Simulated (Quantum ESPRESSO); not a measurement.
# Converging the k-point mesh at a smearing width of 0.05 eV: CuAu (P4mm, 2 atoms in the cell)

```yaml
crystal:
  lattice:
    - [2.81400, 0.00000, 0.00000]
    - [0.00000, 2.81400, 0.00000]
    - [0.00000, 0.00000, 3.68835]
  atoms:
    - { symbol: Cu, position: [0.00000, 0.00000, 0.01356] }
    - { symbol: Au, position: [0.50000, 0.50000, 0.50000] }
```

Computed with PBEsol, GBRV 1.5 ultrasoft (PBESOL) pseudopotentials (plane waves; Quantum ESPRESSO 7.5).

Base settings: ecutwfc = 50 Ry; ecutrho = 400 Ry; occupations = smearing; smearing = fd; degauss = 0.0073499 Ry; potentials = {Cu: cu_pbesol_v1.2.uspp.F.UPF, Au: au_pbesol_v1.uspp.F.UPF}; K_POINTS = automatic 6 6 5 0 0 0; conv_thr = 1e-11 Ry; mixing_beta = 0.7.

In this ladder: degauss = 0.0036749 Ry.

The second cell is the first with its lattice scaled by 0.98.

Only quantities that move along the ladder and can be compared are tabulated.

The count of work is k-points × plane waves × bands × iterations; it is no time. 

The starting cell has typed, rounded lattice constants, without a prior relaxation at this level. Its lattice was rescaled by up to half a per cent. One atom was moved a little off its site on purpose. Spin polarisation is off. In the base run, with a pressure of about -5 GPa the cell is away from its equilibrium volume at this level. Without a gap this mesh is coarse (it stands for a supercell whose shortest vector is 17 Å).

Steps (K_POINTS): automatic 4 4 3 0 0 0; automatic 5 5 4 0 0 0; automatic 6 6 5 0 0 0; automatic 7 7 6 0 0 0; automatic 9 9 7 0 0 0; automatic 11 11 8 0 0 0; automatic 13 13 10 0 0 0; automatic 15 15 12 0 0 0; automatic 19 19 14 0 0 0; automatic 23 23 17 0 0 0.

Task: What is the coarsest K_POINTS that holds the energy of the compressed cell less the first within 1 meV/atom of the last step, with all finer ones?

Result: automatic 6 6 5 0 0 0, at 0.047 of the last step's count of work; the step before is off by 2.1 meV/atom.

Task: What is the coarsest K_POINTS that holds the pressure within 0.5 GPa of the last step, with all finer ones?

Result: automatic 5 5 4 0 0 0, at 0.025 of the last step's count of work; the step before is off by 0.93 GPa.

Task: What is the coarsest K_POINTS that holds the forces within 0.01 eV/Å of the last step, with all finer ones?

Result: automatic 9 9 7 0 0 0, at 0.100 of the last step's count of work; the step before is off by 0.011 eV/Å.

```csv
K_POINTS,free energy less the last step's (meV/atom),energy of the compressed cell less the first (meV/atom),pressure (GPa),largest difference of a force vector from the last step's (eV/Å),count of work / last
automatic 4 4 3 0 0 0,97.76,10.70,-3.76,0.005,0.019
automatic 5 5 4 0 0 0,-49.54,2.84,-5.14,0.011,0.025
automatic 6 6 5 0 0 0,18.99,5.23,-4.59,0.001,0.047
automatic 7 7 6 0 0 0,-15.62,5.34,-4.69,0.011,0.057
automatic 9 9 7 0 0 0,-7.21,4.30,-4.87,0.001,0.100
automatic 11 11 8 0 0 0,0.21,4.46,-4.80,0.002,0.16
automatic 13 13 10 0 0 0,0.38,4.80,-4.74,0.000,0.26
automatic 15 15 12 0 0 0,0.06,4.56,-4.78,0.000,0.39
automatic 19 19 14 0 0 0,-0.05,4.74,-4.73,0.001,0.63
automatic 23 23 17 0 0 0,0.00,4.96,-4.69,0.000,1.0
```

The energy difference between the two cells stays within 1 meV/atom of the last step's from automatic 6 6 5 0 0 0 on, the total only from automatic 11 11 8 0 0 0 on: much of the error is common to both cells and cancels.
